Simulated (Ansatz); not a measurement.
The cell is built on a prototype and need not be the phase stable at ambient conditions.

By PBEsol, the system below comes out a metal.

Data:

```
Be2Re
1.0
    4.32549     0.00000     0.00000
   -2.16274     3.74598     0.00000
    2.16274     1.24866     3.53174
Be Re
4 2
Direct
  0.75000   0.87500   0.37500
  0.25000   0.87500   0.87500
  0.25000   0.37500   0.87500
  0.75000   0.87500   0.87500
  0.50000   0.25000   0.25000
  0.00000   0.50000   0.50000
```

Space group of this cell: Fd-3m, cubic Laves (MgCu2 type). The cell was relaxed by PBE-D3(BJ); by PBEsol its mean pressure is 3.0 GPa.

The current flows along the normal of the first two printed cell vectors. No spin-orbit coupling; the value is a mean over 0.1 eV about the Fermi level.

**Question.** Predict the ballistic conductance per area from PBEsol run with Ansatz (a quantum-chemistry and plane-wave program).

**Answer.** 0.92 × 10¹⁵ S/m² for both spins.
